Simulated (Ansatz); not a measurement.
WSi2, response to strain

Start from WSi$_{2}$ (space group I4/mmm, No. 139; a = 3.202 Å, c = 7.818 Å; relaxed with 0.1 eV smearing). Axes: x, y, z lie along a, b, c of the conventional cell.

Strains are applied to the cell and any free atomic positions relax.

Level of theory: PBEsol, PAW, 420 eV (Ansatz, a first-principles code; no SOC).

Notes on the quantities. energy relative to the base: free energy F; pressure: mean of the normal stresses, compression positive.

```tsv
case	energy relative to the base	shortest interatomic distance	pressure
base	0 meV/atom	258.8 pm	0.0 GPa
tensor shear ε_xz = +1.14 %	[?]	258.8 pm	0.1 GPa
tensor shear ε_xz = +0.57 %	+1.1 meV/atom	258.8 pm	0.0 GPa
tensor shear ε_xz = +2.00 %	+14 meV/atom	258.0 pm	0.4 GPa
tensor shear ε_xz = +0.29 %	+0.3 meV/atom	258.8 pm	0.0 GPa
tensor shear ε_xz = +1.71 %	+10 meV/atom	[?]	0.3 GPa
tensor shear ε_xz = +1.43 %	[?]	258.8 pm	0.2 GPa
tensor shear ε_xz = +0.86 %	+2.6 meV/atom	258.8 pm	0.1 GPa
```

Some entries are withheld; estimate them.


- tensor shear ε_xz = +1.14 %, energy relative to the base: +4.5 meV/atom
- tensor shear ε_xz = +1.71 %, shortest interatomic distance: 258.4 pm
- tensor shear ε_xz = +1.43 %, energy relative to the base: +7.2 meV/atom

Stability against distortions was not tested. All final runs are without spin polarisation.
